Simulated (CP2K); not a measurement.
Worked example: self-consistent single point of Ge (Fd-3m, 2 atoms in the cell) in CP2K.

Level of theory: PBE, GPW, DZVP-MOLOPT-PBE-GTH basis, GTH-PBE potentials (POTENTIAL_UZH) run with CP2K.

The change in words: lattice scaled by 0.98. Reference geometry:
```yaml
crystal:
  lattice:
    - [3.98825, 0.00000, 0.00000]
    - [1.99412, 3.45392, 0.00000]
    - [1.99412, 1.15131, 3.25639]
  atoms:
    - { symbol: Ge, position: [0.50000, 0.50000, 0.50000] }
    - { symbol: Ge, position: [0.75000, 0.75000, 0.75000] }
```

Reference input (self-consistent single point, DFT PBE, GPW, DZVP-MOLOPT-PBE-GTH basis, GTH-PBE potentials (POTENTIAL_UZH)): CUTOFF = 400 Ry; REL_CUTOFF = 40 Ry; SMEAR/METHOD = FERMI_DIRAC; ELECTRONIC_TEMPERATURE = 1160.45 K; KPOINTS/SCHEME = MONKHORST-PACK 8 8 8; GAMMA_CENTERED = T; XC_FUNCTIONAL = PBE; Ge/BASIS_SET = DZVP-MOLOPT-PBE-GTH-q4; Ge/POTENTIAL = GTH-PBE-q4; METHOD = GPW; EPS_DEFAULT = 1e-10; NGRIDS = 5. This run's input differs from it in these lines:

```diff
@@ -64,5 +64,5 @@
     &CELL
-      A 3.98824800 0.00000000 0.00000000
-      B 1.99412400 3.45392400 0.00000000
-      C 1.99412400 1.15130800 3.25639100
+      A 3.90848300 0.00000000 0.00000000
+      B 1.95424200 3.38484600 0.00000000
+      C 1.95424200 1.12828200 3.19126300
       PERIODIC XYZ
```

Log, with long lists cut:

```
 SCF WAVEFUNCTION OPTIMIZATION

  Step     Update method      Time    Convergence         Total energy    Change
     1 NoMix/Diag. 0.30E+00      -     0.53744803        -8.0114449674 -8.01E+00
     2 Broy./Diag. 0.30E+00      -     0.01327941        -7.7691618363  2.42E-01
     3 Broy./Diag. 0.30E+00      -     0.04340866        -7.7710331680 -1.87E-03
     4 Broy./Diag. 0.30E+00      -     0.00458326        -7.8254436852 -5.44E-02
     5 Broy./Diag. 0.30E+00      -     0.00524009        -7.8489240015 -2.35E-02
     6 Broy./Diag. 0.30E+00      -     0.00026936        -7.8512455516 -2.32E-03
     7 Broy./Diag. 0.30E+00      -     0.00007363        -7.8522643033 -1.02E-03
     8 Broy./Diag. 0.30E+00      -     0.00001492        -7.8523417798 -7.75E-05
     9 Broy./Diag. 0.30E+00      -     0.00000197        -7.8523836253 -4.18E-05
    10 Broy./Diag. 0.30E+00      -     0.00000071        -7.8523930240 -9.40E-06
  *** SCF run converged in    10 steps ***

  Overlap energy of the core charge distribution:               0.00000004617817
  Self energy of the core charge distribution:                -16.70301879784742
  Core Hamiltonian energy:                                      4.05767815680566
  Hartree energy:                                               7.18089585314488
  Exchange-correlation energy:                                 -2.38785940792704
  Electronic entropic energy:                                  -0.00008887474364
  Fermi energy:                                                 0.19908482963822

  Total energy:                                                -7.85239302399898
  Total energy (extrapolated to T->0):                         -7.85234858662716

                     Mulliken Population Analysis

   [... lines left out ...]

 STRESS| Analytical stress tensor [bar]
 STRESS|                        x                   y                   z
 STRESS|      x        1.04739837748E+05   1.31323084724E+00   9.28590105884E-01
 STRESS|      y        1.31323084724E+00   1.04738216224E+05   1.16659930581E+00
 STRESS|      z        9.28590105884E-01   1.16659930581E+00   1.04737595029E+05
 STRESS| 1/3 Trace                                             1.04738549667E+05
```

The run converged in 10 iterations. Against the reference run the free energy rises by 62.0 meV/atom and the pressure goes from 4.90 to 10.47 GPa.

The starting cell comes from a database of computed structures (which also holds hypothetical and non-ambient phases and stackings), without a prior relaxation at this level. Its lattice was rescaled by a random factor within 2.5 % of one. For this run, on top of that: lattice scaled by 0.98. Values carry the incompleteness of an atom-centred basis. With a pressure of about 10 GPa the cell is away from its equilibrium volume at this level.

Cost on one core of a shared machine: roughly 30 s.
